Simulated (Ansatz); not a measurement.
How far to go with the plane-wave cutoff: MgS (R3m, 2 atoms in the cell)

```
CELL_PARAMETERS angstrom
      0.00000     2.84729     2.84729
      2.84729     0.00000     2.84729
      2.84729     2.84729     0.00000
ATOMIC_POSITIONS crystal
  Mg 0.00507 0.00507 0.00507
  S  0.75000 0.75000 0.75000
```

Level of theory: LDA (PW92), default PAW files made with PBE (plane waves; Ansatz, a program for electronic structure).

Base settings: basis.ecutwfc = 420 eV; kpoints.mp_grid.grid = 8 8 8; hamiltonian.xc = lda; hamiltonian.pseudopotentials = {kind: paw} (the program's default PAW files); scf.occupations.method = fixed.

The second cell is the first with its lattice scaled by 0.98.

The mesh stays at the base's, so the ladder's end is converged at best in this setting alone.

The first pressure column holds Ansatz's estimate of the finite-basis (Pulay) stress, which hides part of the cutoff error; the other is without it.

Only quantities that move along the ladder and can be compared are tabulated.

The count of work is k-points × plane waves × bands × iterations; it is no time. 

The starting cell comes from a database of computed structures (which also holds hypothetical and non-ambient phases and stackings), without a prior relaxation at this level. Its lattice was rescaled by up to half a per cent. One atom was moved a little off its site on purpose.

Steps (basis.ecutwfc): 145 eV; 170 eV; 190 eV; 210 eV; 230 eV; 250 eV; 295 eV; 335 eV; 380 eV; 420 eV; 460 eV; 505 eV; 565 eV; 630 eV; 735 eV; 840 eV; 1010 eV.

Q: What is the coarsest basis.ecutwfc that holds the pressure within 0.05 GPa of the last step, with all finer ones?

A: 230 eV, at 0.10 of the last step's count of work; the step before is off by 0.09 GPa.

Q: What is the coarsest basis.ecutwfc that holds the free energy within 5 meV/atom of the last step, with all finer ones?

A: 335 eV, at 0.19 of the last step's count of work; the step before is off by 22 meV/atom.

Q: What is the coarsest basis.ecutwfc that holds the pressure without the Pulay estimate within 0.2 GPa of the last step, with all finer ones?

A: 380 eV, at 0.22 of the last step's count of work; the step before is off by 0.26 GPa.

```tsv
basis.ecutwfc	free energy less the last step's (meV/atom)	energy of the compressed cell less the first (meV/atom)	pressure (GPa)	pressure without the Pulay estimate (GPa)	largest difference of a force vector from the last step's (eV/Å)	count of work / last
145 eV	9983.91	125.45	-10.14	-291.26	0.052	0.058
170 eV	3478.33	-2.03	-4.38	-116.25	0.010	0.089
190 eV	1565.18	-25.93	-3.05	-58.49	0.017	0.084
210 eV	712.08	-21.97	-2.99	-30.43	0.000	0.098
230 eV	321.78	-11.21	-2.90	-16.51	0.002	0.10
250 eV	143.57	-10.84	-2.87	-9.58	0.002	0.12
295 eV	22.48	-10.91	-2.91	-4.20	0.000	0.16
335 eV	4.10	-10.88	-2.90	-3.17	0.000	0.19
380 eV	0.86	-10.89	-2.90	-2.93	0.000	0.22
420 eV	0.53	-10.91	-2.90	-2.91	0.000	0.26
460 eV	0.42	-10.91	-2.90	-2.91	0.000	0.31
505 eV	0.28	-10.91	-2.90	-2.91	0.000	0.37
565 eV	0.15	-10.92	-2.90	-2.90	0.000	0.42
630 eV	0.09	-10.92	-2.90	-2.90	0.000	0.48
735 eV	0.05	-10.92	-2.90	-2.90	0.000	0.62
840 eV	0.03	-10.92	-2.90	-2.90	0.000	0.78
1010 eV	0.00	-10.92	-2.90	-2.90	0.000	1.0
```

The energy difference between the two cells stays within 1 meV/atom of the last step's from 230 eV on, the total only from 380 eV on: much of the error is common to both cells and cancels.

At the lowest cutoff the pressure without the Pulay estimate lies 288 GPa under the last step's, the usual sign of Pulay stress in an incomplete plane-wave basis.

Keys are those of Ansatz 0.2.
